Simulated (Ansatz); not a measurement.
The starting structures come from a database of crystals and need not be the phases stable at ambient conditions.

 Where the default PAW files enter, the runs use the earlier of Ansatz's two default sets.

**Evanescent states of Cs2LiYCl6 (Fm-3m, not sure to be the ambient phase, 10 atoms a cell, 30.0 Å³ an atom) along the normal of (111)**

These are r2SCAN (plane waves, PAW; Ansatz, a program for electronic structure) values and carry that method's errors.

The gap is the functional's own. No spin-orbit coupling. Mid-gap values are interpolated on the energy grid.

Energies count from the valence-band top; κ is the least over a 6×6 mesh across the current.

| E (eV) | κ (1/Å) | where |
|---|---|---|
| 0.12 | 0.207 | Γ |
| 0.38 | 0.267 | Γ |
| 0.62 | 0.305 | Γ |
| 0.88 | 0.334 | Γ |
| 1.12 | 0.356 | Γ |
| 1.38 | ? | Γ |
| 1.62 | ? | Γ |
| 1.88 | ? | Γ |
| 2.12 | ? | Γ |
| 2.38 | ? | Γ |
| 2.62 | ? | Γ |
| 2.88 | ? | Γ |
| 3.12 | ? | Γ |
| 3.38 | ? | Γ |
| 3.62 | ? | Γ |
| 3.88 | ? | Γ |
| 4.12 | ? | Γ |
| 4.38 | 0.365 | Γ |
| 4.62 | 0.348 | Γ |
| 4.88 | 0.326 | Γ |
| 5.12 | 0.286 | Γ |
| 5.38 | 0.163 | Γ |

Question: Some entries are withheld; supply them.

Answer: 
- 1.38, κ (1/Å): 0.373
- 1.62, κ (1/Å): 0.387
- 1.88, κ (1/Å): 0.397
- 2.12, κ (1/Å): 0.404
- 2.38, κ (1/Å): 0.408
- 2.62, κ (1/Å): 0.411
- 2.88, κ (1/Å): 0.411
- 3.12, κ (1/Å): 0.409
- 3.38, κ (1/Å): 0.404
- 3.62, κ (1/Å): 0.398
- 3.88, κ (1/Å): 0.389
- 4.12, κ (1/Å): 0.378
